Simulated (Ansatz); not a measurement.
The starting structures come from a database of crystals and need not be the phases stable at ambient conditions.

 Where the default PAW files enter, the runs use the earlier of Ansatz's two default sets.

Inside the gap of an insulator the Bloch states are evanescent, with a wavenumber k + iκ along the transport direction.

Consider the following.

```yaml
crystal:
  lattice:
    - [3.28243, 0.00000, 0.00000]
    - [-1.64121, 6.40114, 0.06240]
    - [1.64121, 0.39335, 2.81532]
  atoms:
    - { symbol: Mo, position: [0.33364, 0.00046, 0.33318] }
    - { symbol: Se, position: [0.84279, 0.26418, 0.57861] }
    - { symbol: Se, position: [0.49091, 0.73637, 0.75454] }
```

Space group of this cell: R3m. The cell was relaxed by PBE-D3(BJ); by PBEsol its mean pressure is -1.0 GPa.

Transport runs along the normal of the first two printed cell vectors, the (101) plane of the conventional cell.

The gap is the functional's own, uncorrected, and κ follows it; spin-orbit coupling is left out. Mid-gap values are interpolated between the computed energies.

Question: Predict the band gap and the smallest decay constant κ at mid-gap from PBEsol (Ansatz, an electronic-structure program).

Answer: Gap 0.76 eV on a 12×12×12 mesh; κ = 0.197 1/Å, at (0.200, 0.000) of the in-plane reciprocal vectors. At the zone centre, at the nearest computed energy, the slowest state has κ = 0.24 1/Å.
